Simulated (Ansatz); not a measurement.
Cubic perovskite CsSnI3 (cubic high-temperature phase) was calculated with r²SCAN (plane waves, PAW; Ansatz, an electronic-structure program).

Numerical settings: plane-wave cutoff 500 eV, 6×6×6 k mesh, Fermi–Dirac smearing 0.05 eV, scalar-relativistic PAW data made under PBE.

Cell (relaxed at this level):

```cif
data_CsI3Sn
_chemical_formula_sum 'Cs1 Sn1 I3'
_space_group_name_H-M_alt 'P 1'
_space_group_IT_number 1
_cell_length_a 6.22295
_cell_length_b 6.22295
_cell_length_c 6.22295
_cell_angle_alpha 90.000
_cell_angle_beta 90.000
_cell_angle_gamma 90.000
loop_
_space_group_symop_operation_xyz
  'x, y, z'
loop_
_atom_site_label
_atom_site_type_symbol
_atom_site_fract_x
_atom_site_fract_y
_atom_site_fract_z
_atom_site_occupancy
Cs1 Cs 0.50000 0.50000 0.50000 1
Sn1 Sn 0.00000 0.00000 0.00000 1
I1 I 0.50000 0.00000 0.00000 1
I2 I 0.00000 0.50000 0.00000 1
I3 I 0.00000 0.00000 0.50000 1
```

Q: Give the computed band gap.

A: 
- band gap: 0.46 eV (on the SCF k mesh)

Note: the relaxation could not lower the start's symmetry, so the cell can be a saddle point above a distorted one.

Spin–orbit coupling is not included; with these elements it can move the gap by several tenths of an eV or more.

Computed values are for the static lattice.

The result took very roughly 90 core-seconds.
